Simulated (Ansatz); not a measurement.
**Effect of Mo → Ru on Mo**

Take Mo in the bcc (W type) structure (space group Im-3m, No. 229; a = 3.130 Å) as the base.

Modification: Ru takes the place of Mo on all its sites, then cell and atoms are relaxed.

Computed with PBEsol (Ansatz, a quantum-chemistry and plane-wave program, PAW, no SOC). Γ-centred 22×22×22 mesh, Fermi–Dirac width 0.05 eV, for the changed cell.

```tsv
quantity	base	changed	shift
volume per atom	15.33 Å³	13.75 Å³	-1.58 Å³
lattice parameter a	3.130 Å	3.018 Å	-0.1113 Å
band gap	zero	zero	–
```

Cost of the whole job for the changed cell (relaxation, final SCF and bands): roughly 30 core-seconds.

Whether these cells are dynamically stable was not tested. As relaxed here, Ru is a hypothetical phase, not in the database extracts checked. All final runs are without spin polarisation. Ru has a high density of states at the Fermi level and may be magnetic at this level.
